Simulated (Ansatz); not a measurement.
Reference: K2Pt (Fm-3m), PBEsol, rigid bands (plane waves, PAW, scalar-relativistic; Ansatz, a first-principles code); axes and stresses refer to this cell.

```
K2Pt
1.0
    0.00000     3.73828     3.73828
    3.73828     0.00000     3.73828
    3.73828     3.73828     0.00000
K Pt
2 1
Cartesian
  5.60742   5.60742   5.60742
  1.86914   1.86914   1.86914
  0.00000   0.00000   0.00000
```

The Seebeck coefficient, n-type 1e19 cm⁻³ is -328 μV/K. The band gap comes out as 1.40 eV and the Seebeck coefficient, p-type 1e19 cm⁻³ is 737 μV/K.

Q: Change: spin-orbit coupling switched on. What happens to Seebeck coefficient, n-type 1e19 cm⁻³, band gap, Seebeck coefficient, p-type 1e19 cm⁻³?

A: Seebeck coefficient, n-type 1e19 cm⁻³ moves little, to -326 μV/K; band gap shrinks to 0.97 eV; Seebeck coefficient, p-type 1e19 cm⁻³ shrinks to 635 μV/K.

Seebeck coefficients are for the stated density at 300 K, with one relaxation time for all states and whether or not that doping can be reached. Spin-orbit coupling is left out unless a row names it; without it hole values are far off for these elements. 

Computed structure with no diffraction record at hand here (it may be known, metastable or hypothetical): K2Pt (Fm-3m).
